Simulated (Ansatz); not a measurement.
## MoP (P-6m2, No. 187, 2 atoms in the cell; start mp-219)

Calculation: PBEsol (plane waves, PAW; Ansatz, a quantum-chemistry and plane-wave program).

Settings: plane-wave cutoff 500 eV, 18×18×12 k mesh (along the axes of the cell as run), Fermi–Dirac smearing 0.05 eV, no spin polarisation, scalar-relativistic PAW data made under PBE.

Cell (relaxed at this level):

```yaml
crystal:
  lattice:
    - [3.20634, 0.00000, 0.00000]
    - [-1.60317, 2.77677, 0.00000]
    - [0.00000, 0.00000, 3.17386]
  atoms:
    - { symbol: Mo, position: [0.00000, 0.00000, 0.00000] }
    - { symbol: P, position: [0.33333, 0.66667, 0.50000] }
```

| Property | Result |
|---|---|
| band gap | zero (no gap) |

Note: the relaxation could not lower the start's symmetry, so the cell can be a saddle point above a distorted one.

Spin–orbit coupling is not included.

The computed numbers hold no vibrational or temperature effects.

Cost on a shared machine: about 60 core-seconds (a rough figure).

A start named mp-… is a Materials Project structure, which need not be a measured phase.
